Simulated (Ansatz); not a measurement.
Consider SiC in the zinc blende structure (space group F-43m, No. 216; a = 4.356 Å). Axes: x, y, z lie along the cube axes.

The values are results of Kohn–Sham DFT with the r2SCAN functional, run in Ansatz (a first-principles code) with PAW and 500 eV plane waves, scalar-relativistic without spin-orbit coupling, not measurements.

A first run, uniaxial strain ε_xx = +1.05 %, gives secant values C11 ≈ 410 GPa and C12 ≈ 130 GPa from its stress. A second run applies biaxial strain +1.26 %, plane normal [001], relaxed out of plane.

### Question
What does linear elasticity predict for −ε⊥/ε∥ in the second run, and what does the run give?

### Answer
Linear elasticity: 2 C12/C11 = 0.63. The run gives 0.66; any difference comes from nonlinear terms at these strains and numerical noise.

Whether these cells are dynamically stable was not tested.
